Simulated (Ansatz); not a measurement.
**Short convergence ladders for Ag3Au (I4mm, 4 atoms in the cell)**

```
CELL_PARAMETERS angstrom
     -2.05332     2.05332     4.08531
      2.05332    -2.05332     4.08531
      2.05332     2.05332    -4.08531
ATOMIC_POSITIONS crystal
  Ag 0.75000 0.25000 0.50000
  Ag 0.25000 0.75000 0.50000
  Ag 0.50612 0.50612 0.00000
  Au 0.00000 0.00000 0.00000
```

Base method: PBEsol, default PAW files made with PBE (plane waves; Ansatz, a first-principles code).

Base settings: basis.ecutwfc = 420 eV; kpoints.mp_grid.grid = 11 11 11; hamiltonian.xc = pbesol; hamiltonian.pseudopotentials = {kind: paw} (the program's default PAW files); scf.occupations.method = gaussian; scf.occupations.width = 0.1 eV.

The count of work is k-points × plane waves × bands × iterations; it is no time. Core times come from one kind of shared machine, to one figure; runs under 30 s give none.

**The k-point mesh at a smearing width of 0.02 eV**

In this ladder: scf.occupations.width = 0.02 eV.

Only quantities that move along the ladder and can be compared are tabulated.

| kpoints.mp_grid.grid | free energy less the last step's (meV/atom) | pressure (GPa) | largest difference of a force vector from the last step's (eV/Å) | count of work / last |
|---|---|---|---|---|
| 4 4 4 | -21.39 | -4.02 | 0.016 | 0.016 |
| 5 5 5 | 7.02 | -2.99 | 0.019 | 0.022 |
| 6 6 6 | -2.90 | -3.25 | 0.000 | 0.036 |
| 8 8 8 | -0.81 | -3.53 | 0.004 | 0.071 |
| 12 12 12 | 0.77 | -3.57 | 0.001 | 0.20 |
| 22 22 22 | 0.00 | -3.59 | 0.000 | 1.0 |

Coarsest kpoints.mp_grid.grid that holds the pressure within 0.05 GPa of the last step, with all finer ones: 12 12 12, at 0.20 of the last step's count of work; the step before is off by 0.06 GPa.

Coarsest kpoints.mp_grid.grid that holds the free energy within 5 meV/atom of the last step, with all finer ones: 6 6 6, at 0.036 of the last step's count of work; the step before is off by 7.0 meV/atom.

Coarsest kpoints.mp_grid.grid that holds the forces within 0.005 eV/Å of the last step, with all finer ones: 6 6 6, at 0.036 of the last step's count of work; the step before is off by 0.019 eV/Å.

**The width of Fermi-Dirac smearing**

In this ladder: kpoints.mp_grid.grid = 18 18 18; scf.occupations.method = fermi_dirac.

Narrow widths need finer meshes than wide ones, so the last steps can hold mesh noise.

Only quantities that move along the ladder and can be compared are tabulated; pressure and forces are left out, as mesh noise rules them at narrow widths.

| scf.occupations.width | free energy less the last step's (meV/atom) | energy extrapolated to zero width less the last step's (meV/atom) | core time / last (rough) |
|---|---|---|---|
| 1 eV | -576.48 | 136.41 | 2 |
| 0.5 eV | -108.40 | 9.93 | 1 |
| 0.3 eV | -34.89 | 0.10 | 1 |
| 0.1 eV | 0.00 | 0.00 | 1 |

Widest scf.occupations.width that holds the free energy within 5 meV/atom: not settled: the last two steps still differ by 35 meV/atom, over half the tolerance, so the ladder does not show it.

Widest scf.occupations.width that holds the energy extrapolated to zero width within 0.5 meV/atom of the last step, with all finer ones: 0.3 eV; the step before is off by 9.9 meV/atom.

The extrapolation to zero width removes most of the smearing's effect on the energy.

On the base run: the starting cell comes from a database of computed structures (which also holds hypothetical and non-ambient phases and stackings), without a prior relaxation at this level. Its lattice was rescaled by up to half a per cent. One atom was moved a little off its site on purpose. In the base run, with a pressure of about -4 GPa the cell is away from its equilibrium volume at this level. Ansatz's pressure includes its estimate of the finite-basis (Pulay) stress.

Left out of this page: 2 runs of the series outside the window shown, repeating another row's setting, or not comparable.

Keys are those of Ansatz 0.2.
